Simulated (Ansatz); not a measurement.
Start from LaSb in the rock salt structure (space group Fm-3m, No. 225).

```yaml
crystal:
  lattice:
    - [0.00000, 3.22637, 3.22637]
    - [3.22637, 0.00000, 3.22637]
    - [3.22637, 3.22637, 0.00000]
  atoms:
    - { symbol: La, position: [0.00000, 0.00000, 0.00000] }
    - { symbol: Sb, position: [0.50000, 0.50000, 0.50000] }
```

Cartesian axes are those of the cell as printed.

Level of theory: Ansatz (an electronic-structure program), PBEsol, PAW, cutoff 420 eV, no spin-orbit coupling.

For the base:

```
Property                        Result
-----------------------------  -------
Shortest interatomic distance  3.226 Å
Band gap                          zero
```

Now apply this change: a free-standing slab of 3 layers (6 atoms, 2 a layer) is cut normal to the z axis, with 15 Å of vacuum and the in-plane cell held at bulk.

Q: What happens to the shortest interatomic distance, excess energy per area of both faces and band gap?

A: The shortest interatomic distance shrinks by 0.0866 Å (3.226 Å → 3.140 Å); the excess energy per area of both faces (slab less bulk energy over the cell's area: twice a surface energy) comes out as 1.16 J/m² (uncertain by up to 0.05 J/m²); the band gap stays zero.

Slab and bulk use different k-meshes, which limits the precision of the excess energy. With Sb present, leaving out spin-orbit coupling can change the band edges. Stability against distortions was not tested. All final runs are without spin polarisation. A zero or small gap of LaSb can be the functional's error rather than a property of the material.
